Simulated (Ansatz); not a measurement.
CdCO₃ (R-3c, No. 167) was calculated with r²SCAN+rVV10 (Ansatz, an electronic-structure program, PAW).

Settings: plane-wave cutoff 500 eV, 10×10×10 k mesh, Fermi–Dirac smearing 0.05 eV, scalar-relativistic PAW data made under PBE.

Computed at the level's own relaxed cell.

### Question
What does this level give for the equilibrium volume per atom, equilibrium lattice constant a, c axis length and band gap?

### Answer

- equilibrium volume per atom = 11.33 Å³/atom
- equilibrium lattice constant a = 4.936 Å
- c axis length = 16.112 Å
- band gap = 3.49 eV (on the SCF k mesh)

Spin–orbit coupling is not included.

Computed values are for the static lattice.

It cost very roughly 2.4 core-minutes of CPU time.
